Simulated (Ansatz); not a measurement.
BAs: response to strain

The reference is BAs in the zinc blende structure (space group F-43m, No. 216).

```yaml
crystal:
  lattice:
    - [0.00000, 2.36609, 2.36609]
    - [2.36609, 0.00000, 2.36609]
    - [2.36609, 2.36609, 0.00000]
  atoms:
    - { symbol: B, position: [0.00000, 0.00000, 0.00000] }
    - { symbol: As, position: [0.25000, 0.25000, 0.25000] }
```

Cartesian axes are those of the cell as printed.

Strains are applied to the cell and any free atomic positions relax; under biaxial strain the out-of-plane vector relaxes too.

Calculations: LDA/PAW in Ansatz (a first-principles code), without spin-orbit coupling.

Notes on the quantities. in-plane stress: mean in-plane stress (compression positive).

```json
[
 {"change": "base", "smallest direct gap": "3.29 eV", "band gap": "1.11 eV", "electron mass": "1.3 mₑ along k, 0.22 mₑ across (off the special points)", "ratio −ε⊥/ε∥": "–", "in-plane stress": "–"},
 {"change": "biaxial strain −2.50 %, plane normal [001], relaxed out of plane", "smallest direct gap": "3.13 eV", "band gap": "0.77 eV", "electron mass": "1.1 mₑ along k, 0.21 mₑ across (off the special points)", "ratio −ε⊥/ε∥": "0.52", "in-plane stress": "+9.0 GPa"},
 {"change": "biaxial strain −1.50 %, plane normal [001], relaxed out of plane", "smallest direct gap": "3.20 eV", "band gap": "0.91 eV", "electron mass": "1.1 mₑ along k, 0.21 mₑ across (off the special points)", "ratio −ε⊥/ε∥": "0.52", "in-plane stress": "+5.2 GPa"},
 {"change": "biaxial strain −1.00 %, plane normal [001], relaxed out of plane", "smallest direct gap": "3.23 eV", "band gap": "0.98 eV", "electron mass": "1.1 mₑ along k, 0.21 mₑ across (off the special points)", "ratio −ε⊥/ε∥": "0.52", "in-plane stress": "+3.4 GPa"},
 {"change": "biaxial strain +0.50 %, plane normal [001], relaxed out of plane", "smallest direct gap": "3.20 eV", "band gap": "1.00 eV", "electron mass": "1.2 mₑ along k, 0.21 mₑ across (off the special points)", "ratio −ε⊥/ε∥": "–", "in-plane stress": "-1.6 GPa"},
 {"change": "biaxial strain +1.00 %, plane normal [001], relaxed out of plane", "smallest direct gap": "3.11 eV", "band gap": "0.89 eV", "electron mass": "1.1 mₑ along k, 0.21 mₑ across (off the special points)", "ratio −ε⊥/ε∥": "0.53", "in-plane stress": "-3.1 GPa"},
 {"change": "biaxial strain +1.50 %, plane normal [001], relaxed out of plane", "smallest direct gap": "3.02 eV", "band gap": "0.79 eV", "electron mass": "1.1 mₑ along k, 0.21 mₑ across (off the special points)", "ratio −ε⊥/ε∥": "0.53", "in-plane stress": "-4.6 GPa"},
 {"change": "biaxial strain +2.00 %, plane normal [001], relaxed out of plane", "smallest direct gap": "2.94 eV", "band gap": "0.68 eV", "electron mass": "1.1 mₑ along k, 0.21 mₑ across (off the special points)", "ratio −ε⊥/ε∥": "0.53", "in-plane stress": "-6.0 GPa"},
 {"change": "biaxial strain +2.50 %, plane normal [001], relaxed out of plane", "smallest direct gap": "2.86 eV", "band gap": "0.58 eV", "electron mass": "1.1 mₑ along k, 0.22 mₑ across (off the special points)", "ratio −ε⊥/ε∥": "0.53", "in-plane stress": "-7.4 GPa"},
 {"change": "biaxial strain +3.00 %, plane normal [001], relaxed out of plane", "smallest direct gap": "2.78 eV", "band gap": "0.48 eV", "electron mass": "0.97 mₑ along k, 0.21 mₑ across (off the special points)", "ratio −ε⊥/ε∥": "0.53", "in-plane stress": "-8.7 GPa"}
]
```

Effective masses come from finite differences of ±0.01 Å⁻¹. Along k means along the line from Γ to the band edge. Whether these cells are dynamically stable was not tested. Labels are those of the standard path for the cell's own space group.
